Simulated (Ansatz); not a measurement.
An Ansatz (a quantum-chemistry and plane-wave program) run: WSe2 with a change (biaxial strain +2.46 %, plane normal [001], relaxed out of plane); Ansatz, r2SCAN+rVV10, PAW, cutoff 500 eV, no spin-orbit coupling, earlier PAW set.

Input:

Ansatz 0.2 input:
```yaml
crystal:
  lattice:
    - [3.38068745, 0, 0]
    - [1.690343725, 2.9277612139, 0]
    - [0, 0, 12.9857377317]
  atoms:
    - { symbol: W, position: [0.3333333333, 0.3333333333, 0.25] }
    - { symbol: W, position: [0.6666666667, 0.6666666667, 0.75] }
    - { symbol: Se, position: [0.3333333333, 0.3333333333, 0.6233418804] }
    - { symbol: Se, position: [0.6666666667, 0.6666666667, 0.1233418804] }
    - { symbol: Se, position: [0.6666666667, 0.6666666667, 0.3766581196] }
    - { symbol: Se, position: [0.3333333333, 0.3333333333, 0.8766581196] }
basis: { ecutwfc: 500, ecutrho_ratio: 4, xc_grid: 4, fft_grid_basis: typed }
kpoints: { mp_grid: { grid: [11, 11, 3] } }
hamiltonian:
  xc: r2scan
  dispersion: rvv10
  pseudopotentials: { azcp: { folder: ./paw }, kind: paw }
scf: { occupations: { method: fermi_dirac, width: 0.05 } }
relax: { f_tol: 0.005, max_steps: 50, cell: { stress_tol: 0.01, fix: [a, b, gamma] } }
output: { forces: true, stress: true }
checkpoint: { write: state.ck, write_every: 1000 }
```

Output (explanatory and most iteration lines left out):

```
Relaxation: its limit of steps is 50 (relax.max_steps)
Pseudopotential: W, paw, valence charge 14
Pseudopotential: Se, paw, valence charge 16
Crystal: 6 atoms, lattice volume = 128.531 Å³
Basis set: ecut = 500 eV, 3287 PW (Γ), exchange–correlation on 100×100×384 points (64 copies of the dense FFT grid, shifted against one another)
Bands: 56, of which v1, the nominal top of the filled ones, is band 46 counted from 1 (45 counted from 0)
Symmetry: 24 space group operations
Space group: P63/mmc (ITA 194), of the structure as read, at distance tolerance 5.0e-5 Å
k-points: 32 of 363
Functional: x = r2scan, c = r2scan + rvv10(b = 11.95, C = 0.0093); τ floored in thin density (d = 2e-4 eV/Å³)
SCF iter   1: F=—  HF=-42702.116061 eV  |F-HF|=—  |Δ(HF+E_count)|=         —  Δρ=3.26e-2  dr2=2.93e0  dr2_τ=6.31e-2  ethr=3.10e-3  ⟨swp⟩=6.4  Hψ=6354  notcnv=0
SCF iter   2: F=—  HF=-42701.931320 eV  |F-HF|=—  |Δ(HF+E_count)|=   1.85e-1  Δρ=2.14e-2  dr2=6.58e-1  dr2_τ=2.25e-2  ethr=3.10e-3  ⟨swp⟩=2.1  Hψ=2352  notcnv=0  defer=63
SCF 1 converged in 9 iterations: F = -42701.865670 eV  dr2 = 3.14e-8
relax step   1: F+E_penalty+E_count = -42701.86567026 eV  Δ(F+E_penalty+E_count) = +0.000e0 eV  max|allowed force component| = 1.458e-1 eV/Å  Δτ_max = 0.0000 Å  P = -4.238 GPa  Ω = 128.531 Å³  fix = [a, b, gamma]  reactions: a -5.839, b -5.839 GPa  (9 SCF iters, dr2 threshold 1.00e-7 eV, accepted)
[... steps on the carried basis left out ...]
relax step   4: F+E_penalty+E_count = -42701.86800320 eV  Δ(F+E_penalty+E_count) = +1.804e-6 eV  max|allowed force component| = 7.683e-6 eV/Å  Δτ_max = 0.0004 Å  P = -3.638 GPa  Ω = 128.714 Å³  energy of the carried Pulay correction = -2.469e-5 eV  fix = [a, b, gamma]  reactions: a -5.457, b -5.457 GPa  (6 SCF iters, dr2 threshold 5.79e-10 eV, accepted)
Crystal: 6 atoms, lattice volume = 128.714 Å³
SCF iter   1: F=—  HF=-42701.868045 eV  |F-HF|=—  |Δ(HF+E_count)|=         —  Δρ=1.22e-5  dr2=4.82e-9  dr2_τ=5.93e-9  ethr=5.50e-8  ⟨swp⟩=3.9  Hψ=11675  notcnv=0
SCF iter   2: F=—  HF=-42701.868029 eV  |F-HF|=—  |Δ(HF+E_count)|=   1.54e-5  Δρ=6.18e-6  dr2=1.23e-9  dr2_τ=1.52e-8  ethr=5.24e-12  ⟨swp⟩=3.1  Hψ=3829  notcnv=0
SCF 5 converged in 6 iterations: F = -42701.868030 eV  dr2 = 5.32e-13
SCF converged after 6 iterations
Free energy (F): -42701.868030 eV
Internal energy: -42701.868028 eV  (E = F + TS)
E sigma→0 (E₀):  -42701.868029 eV
Entropy (-TS):   -0.000002 eV (-0.000 meV/atom)
Fermi energy:    12.017086 eV
--- Forces (eV/Å), atoms counted from 1 ---
  atom   1  W      0.00000000    -0.00000000     0.00000000
  atom   2  W      0.00000000     0.00000000     0.00000000
  atom   3  Se    -0.00000000    -0.00000000     0.00000716
  atom   4  Se    -0.00000000     0.00000000     0.00000716
  atom   5  Se     0.00000000     0.00000000    -0.00000716
  atom   6  Se    -0.00000000    -0.00000000    -0.00000716
--- Stress (GPa, compression-positive) ---
       -5.456243       0.000000       0.000000
       -0.000000      -5.456243       0.000000
        0.000000       0.000000      -0.000808
  P = ⅓ Tr σ = -3.6378 GPa (-36.378 kbar)
--- Relaxed structure (4 steps of the walk, 3 accepted, 1 SCFs on fresh bases) ---
  cell:  # Å, volume = 128.7138 Å³
    - [3.3806874499681103, -2.5395489435022365e-101, 0.0]
    - [1.6903437249840552, 2.9277612139276172, 0.0]
    - [0.0, 0.0, 13.004228479596373]
  atoms:
    - { symbol: W, position: [0.33333333333333337, 0.3333333333333333, 0.24999999999999997] }
    - { symbol: W, position: [0.6666666666666667, 0.6666666666666666, 0.75] }
    - { symbol: Se, position: [0.33333333333333337, 0.3333333333333333, 0.6241176420027849] }
    - { symbol: Se, position: [0.6666666666666667, 0.6666666666666666, 0.12411764200278486] }
    - { symbol: Se, position: [0.6666666666666667, 0.6666666666666666, 0.3758823579972151] }
    - { symbol: Se, position: [0.33333333333333337, 0.3333333333333333, 0.875882357997215] }
```

Spin-orbit coupling, missing from the scalar runs, can matter with W. No phonon test of stability was made. The cell was made from WSe2 in the 2H-MoS2 type structure (space group P6_3/mmc, No. 194; layered, stacked along the Cartesian z axis) by this change: biaxial strain +2.46 %, plane normal [001], relaxed out of plane.
